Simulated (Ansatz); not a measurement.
PBE-D3(BJ) against r2SCAN+rVV10: WS2, biaxial strain −3.44 %, plane normal [001], relaxed out of plane

Consider WS2 in the 2H-MoS2 type structure (space group P6_3/mmc, No. 194; a = 3.154 Å, c = 12.137 Å; layered, stacked along the Cartesian z axis). Axes: x lies along a and z along c of the hexagonal cell.

(Cell as relaxed with PBE-D3(BJ).)

Levels (all Ansatz, a first-principles code, PAW): PBE-D3(BJ) (420 eV, no spin-orbit coupling); r2SCAN+rVV10 (500 eV, no spin-orbit coupling).

Each level relaxes its own structure.

```
base                 PBE-D3(BJ)  r2SCAN+rVV10
-------------------  ----------  ------------
volume per atom        17.43 Å³      18.12 Å³
lattice parameter a     3.154 Å       3.170 Å
band gap                0.88 eV       1.13 eV
```

Now apply this change: biaxial strain −3.44 %, plane normal [001], relaxed out of plane (Cartesian); in-plane vectors clamped, the third vector and the atoms free.

| quantity | PBE-D3(BJ) | r2SCAN+rVV10 |
|---|---|---|
| volume per atom | 16.44 Å³ | 17.14 Å³ |
| shift of the gap caused by the change | +0.09 eV | +0.16 eV |
| valence-band top at Γ (three highest levels, from the VBM) | 0.00, -1.47, -1.53 eV | 0.00, -1.35, -1.65 eV |

PBE-D3(BJ)'s volume per atom lies 0.70 Å³ below r2SCAN+rVV10's (4.1 %); PBE-D3(BJ)'s shift of the gap caused by the change lies 0.077 eV below r2SCAN+rVV10's. Neither level is exact; r2SCAN+rVV10 is the comparison here, not a measurement.

With W present, leaving out spin-orbit coupling can change the band edges. No phonon test of stability was made.
